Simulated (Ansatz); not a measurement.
**Au: response to strain**

Start from Au in the fcc (Cu type) structure (space group Fm-3m, No. 225; a = 4.083 Å; relaxed with 0.1 eV smearing). Axes: x, y, z lie along the cube axes.

Strains are applied to the cell and any free atomic positions relax; under biaxial strain the out-of-plane vector relaxes too.

All numbers come from PBEsol (Ansatz, a quantum-chemistry and plane-wave program; PAW; 420 eV plane waves; without spin-orbit coupling).

Notes on the quantities. pressure: mean of the normal stresses, compression positive.

```csv
variant,out-of-plane strain,pressure
base,–,0.0 GPa
"biaxial strain −2.50 %, plane normal [111], relaxed out of plane",+3.57 %,3.6 GPa
"biaxial strain −1.67 %, plane normal [111], relaxed out of plane",+2.31 %,2.3 GPa
"biaxial strain −0.83 %, plane normal [111], relaxed out of plane",+1.11 %,1.1 GPa
"biaxial strain −0.42 %, plane normal [111], relaxed out of plane",+0.56 %,0.5 GPa
"biaxial strain +0.42 %, plane normal [111], relaxed out of plane",-0.54 %,-0.5 GPa
"biaxial strain +0.83 %, plane normal [111], relaxed out of plane",-1.08 %,-0.9 GPa
"biaxial strain +1.67 %, plane normal [111], relaxed out of plane",-2.21 %,-1.6 GPa
"biaxial strain +2.08 %, plane normal [111], relaxed out of plane",-2.78 %,-1.8 GPa
"biaxial strain +2.50 %, plane normal [111], relaxed out of plane",-3.35 %,-2.0 GPa
```

Whether these cells are dynamically stable was not tested.
